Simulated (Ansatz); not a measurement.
Structures of equal composition on the (001) surface of zinc-blende ZnS: half plane of Zn, rows along [-110]; half plane of Zn, rows along [110]; c(2x2) half plane of Zn. The slabs share one bottom face, and each structure is named by its start. These are constructed structures in small cells; real faces may alloy, dewet or reconstruct in larger ones, and not all known structures of the face are among them. Slabs of about 12 Å with all that they carry, Fermi-Dirac smearing of 0.025 eV. Bottom of the slabs: anion dimers. Relaxed from the named starts with such symmetry as they have, on meshes of like density; energies extrapolated to zero smearing; no spin-orbit coupling, no U. Spin-polarised runs, if any, are marked in brackets, and their order is one that fits the cell; the others ran without spin.

Host crystal: zinc-blende ZnS, with a band gap (PBE, scalar-relativistic without spin-orbit coupling).

The numbers are results of PBE (plane waves to 420 eV, PAW; Ansatz, a program for electronic structure), not measurements.

### Question
Order them by energy per 1x1 cell (lowest first) at the level PBE.

### Answer
c(2x2) half plane of Zn (0.000 eV), half plane of Zn, rows along [110] (0.023 eV), half plane of Zn, rows along [-110] (0.369 eV (4 S–Zn bonds formed))
